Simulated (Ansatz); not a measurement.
Start from HgTe in the zinc blende structure (space group F-43m, No. 216; a = 6.5728 Å). Axes: x, y, z lie along the cube axes.

Level of theory: plane-wave PAW DFT at the r2SCAN level (Ansatz, a first-principles code, 500 eV), spin-orbit coupling left out.

For the base:

The volume per atom is 35.49 Å³ and the pressure is 0.0 GPa.

Perturbation: biaxial strain +2.00 %, plane normal [001], relaxed out of plane (Cartesian); in-plane vectors clamped, the third vector and the atoms free.

Problem. Estimate the effect on the energy relative to the base, volume per atom and pressure.

Solution. The energy grows by 3.1 meV/atom; the volume per atom grows by 0.40 Å³ (35.49 Å³ → 35.89 Å³); the pressure (mean of the normal stresses, compression positive) goes from zero to -0.5 GPa.

Whether these cells are dynamically stable was not tested. All final runs are without spin polarisation.
